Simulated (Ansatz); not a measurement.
The starting structures come from a database of crystals and need not be the phases stable at ambient conditions.

Inside the gap of an insulator the Bloch states are evanescent, with a wavenumber k + iκ along the transport direction.

Here is the system:

```yaml
crystal:
  lattice:
    - [5.35738, 0.00000, 0.00000]
    - [2.67869, 13.47926, 0.00000]
    - [2.67869, -0.53233, 2.62526]
  atoms:
    - { symbol: Na, position: [0.91669, 0.58331, 0.08331] }
    - { symbol: Na, position: [0.58331, 0.41669, 0.91669] }
    - { symbol: La, position: [0.89081, 0.10919, 0.60919] }
    - { symbol: La, position: [0.60919, 0.89081, 0.39081] }
    - { symbol: Ti, position: [0.22504, 0.27496, 0.77496] }
    - { symbol: Ti, position: [0.27496, 0.72504, 0.22504] }
    - { symbol: O, position: [0.06930, 0.93070, 0.43070] }
    - { symbol: O, position: [0.43070, 0.06930, 0.56930] }
    - { symbol: O, position: [0.40812, 0.59188, 0.09188] }
    - { symbol: O, position: [0.09188, 0.40812, 0.90812] }
    - { symbol: O, position: [0.76133, 0.23867, 0.23867] }
    - { symbol: O, position: [0.26133, 0.23867, 0.23867] }
    - { symbol: O, position: [0.73867, 0.76133, 0.76133] }
    - { symbol: O, position: [0.23867, 0.76133, 0.76133] }
```

Space group of this cell: P4/nmm. The cell is taken as given; by r2SCAN its mean pressure is -3.2 GPa.

Transport runs along the normal of the first two printed cell vectors, the (111) plane of the conventional cell.

No gap correction and no spin-orbit coupling; mid-gap values are interpolated between computed energies.

Q: State the band gap and the smallest decay constant κ at mid-gap according to r2SCAN in Ansatz (a program for electronic structure).

A: Gap 2.91 eV on a 12×12×12 mesh; κ = 0.307 1/Å, at the zone centre.
